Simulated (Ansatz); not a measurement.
The starting structures come from a database of crystals and need not be the phases stable at ambient conditions.

```yaml
crystal:
  lattice:
    - [4.12475, 0.00000, 0.00000]
    - [0.00000, 4.12475, 0.00000]
    - [0.00000, 0.00000, 4.20893]
  atoms:
    - { symbol: Zr, position: [0.00000, 0.00000, 0.00000] }
    - { symbol: Pb, position: [0.50000, 0.50000, 0.50000] }
    - { symbol: O, position: [0.50000, 0.00000, 0.00000] }
    - { symbol: O, position: [0.00000, 0.50000, 0.00000] }
    - { symbol: O, position: [0.00000, 0.00000, 0.50000] }
```

Space group of this cell: P4/mmm. The cell is strained (lengths across the current scaled by 0.98, ions clamped); by r2SCAN its mean pressure is 1.0 GPa.

Transport runs along the normal of the first two printed cell vectors, the (001) (indices of the unstrained crystal) plane of the conventional cell.

The gap is the functional's own, uncorrected, and κ follows it; spin-orbit coupling is left out. Mid-gap values are interpolated between the computed energies.

Problem. Give the band gap and the smallest decay constant κ at mid-gap that r2SCAN run with Ansatz (a first-principles code) yields.

Solution. Gap 2.80 eV on a 8×8×8 mesh; κ = 0.216 1/Å, at the zone centre.
